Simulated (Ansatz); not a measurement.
The reference is MgTe in the zinc blende structure (space group F-43m, No. 216; a = 6.368 Å). Axes: x, y, z lie along the cube axes.

Computed with Ansatz (a quantum-chemistry and plane-wave program) LDA, no spin-orbit coupling.

It is then changed as follows: the cell is stretched by 1.50 % along z with no lateral relaxation, atoms relaxed at fixed cell.

### Question
Predict the stress tensor and what it implies for the stiffness.

### Answer
Stress of the strained cell less that of the base (GPa, compression positive):
```
  -0.49    0.00    0.00
   0.00   -0.49    0.00
   0.00    0.00   -0.72
```

Then −Δσ_ii/ε with ε = 0.0150 gives secant stiffness values (nonlinear terms included at this strain): C33 ≈ 48 GPa, C13 ≈ 32 GPa and C23 ≈ 32 GPa.

Stability against distortions was not tested.
